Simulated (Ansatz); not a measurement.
Spacing of the highest filled and lowest empty level at the zone centre in eight small model glasses of hand-chosen composition and density, fast-quenched (anions pushed apart in CHGNet runs), each at its PBE geometry, by PBE and by HSE06 (Ansatz, a program for electronic structure, plane waves, PAW). The cells are the first eight to finish that balance their formal charges, show no moments and no lower geometry on charging where those were tested, and have a gap at both levels; defect levels can set the spacings, and exact exchange is cut at the cells' faces.

```csv
cell,quench by,pressure (GPa),levels at the gap,PBE (eV),"experiment, tabulated (eV)"
Ti20O43W,CHGNet,0.0,localised at both edges,2.60,-
In24O39La2,CHGNet,-0.2,localised at the filled edge,0.74,-
Si24O49Ba,CHGNet,1.5,localised at the filled edge,4.01,-
Al28O43Na2,CHGNet,1.1,localised at the filled edge,3.30,-
Ga24O38Zr,CHGNet,0.7,localised at the filled edge,1.59,-
Si30N41Li3,CHGNet,2.6,localised at the filled edge,2.16,-
Si24O49Zn,CHGNet,-0.4,localised at the filled edge,4.63,-
Ga24O39Sc2,CHGNet,-0.9,localised at the filled edge,1.90,-
```

### Question
What does HSE06 give, and how does it move these values against PBE?

### Answer
Ti20O43W 4.14, In24O39La2 2.11, Si24O49Ba 5.63, Al28O43Na2 4.97, Ga24O38Zr 3.28, Si30N41Li3 3.47, Si24O49Zn 6.42, Ga24O39Sc2 3.58 eV. It raises them by +1.31 to +1.78 eV, +1.58 eV on average. A straight line through the eight gives HSE06 = 1.07 × PBE +1.39 eV, with a scatter of 0.13 eV.
